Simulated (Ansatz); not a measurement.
**What 1 layer does to hypothetical diamond Cr**

Start from Cr in the diamond structure (space group Fd-3m, No. 227; a = 5.008 Å; non-magnetic; a hypothetical phase, not in the database extracts checked). Axes: x, y, z lie along the cube axes.

Perturbation: a free-standing slab of 1 layer (2 atoms, 2 a layer) is cut normal to [110], with 15 Å of vacuum and the in-plane cell held at bulk.

Calculations: plane-wave PAW DFT at the PBEsol level (Ansatz, a first-principles code, 420 eV), no SOC. k-mesh 13×9×1 (Γ-centred); smearing 0.05 eV (Fermi–Dirac), for the changed cell.

| quantity | base | changed | shift |
|---|---|---|---|
| layer's space group (with vacuum) | – | Pmma (No. 51) | – |
| shortest interatomic distance | 2.169 Å | 2.156 Å | -0.013 Å |
| band gap | zero | zero | – |

No phonon test of stability was made. Seeded moments were not kept for the base. The final runs are not spin-polarised. Cr has a high density of states at the Fermi level and may be magnetic at this level.
